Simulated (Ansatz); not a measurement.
An Ansatz (a first-principles code) input (Kohn–Sham DFT with the PBEsol functional, run in Ansatz with PAW and 420 eV plane waves, spin-orbit coupling left out, earlier PAW set):

Ansatz 0.2 input:
```yaml
crystal:
  lattice:
    - [0, 2.1549876454, 2.1549876454]
    - [2.1549876454, 0, 2.1549876454]
    - [2.1549876454, 2.1549876454, 0]
  atoms:
    - { symbol: Be, position: [0.75, 0.75, 0.75] }
    - { symbol: Be, position: [0.25, 0.25, 0.25] }
    - { symbol: C, position: [0, 0, 0] }
basis: { ecutwfc: 420, ecutrho_ratio: 4, xc_grid: 2, fft_grid_basis: typed }
kpoints: { mp_grid: { grid: [13, 13, 13] } }
hamiltonian:
  xc: pbesol
  dispersion: none
  pseudopotentials: { azcp: { folder: ./paw }, kind: paw }
scf: { occupations: { method: fermi_dirac, width: 0.05 }, convergence: { dr2_threshold: 0.0000000003 } }
output: { forces: true, stress: true }
```

Q: Which symmetry and how many k-points will the program report, and about how many plane waves at Γ?

A: Space group Fm-3m (ITA 225) with 48 operations, k-points 84 of 2197, and 387 plane waves at Γ.

Whether these cells are dynamically stable was not tested. The cell is Be$_{2}$C (space group Fm-3m, No. 225).
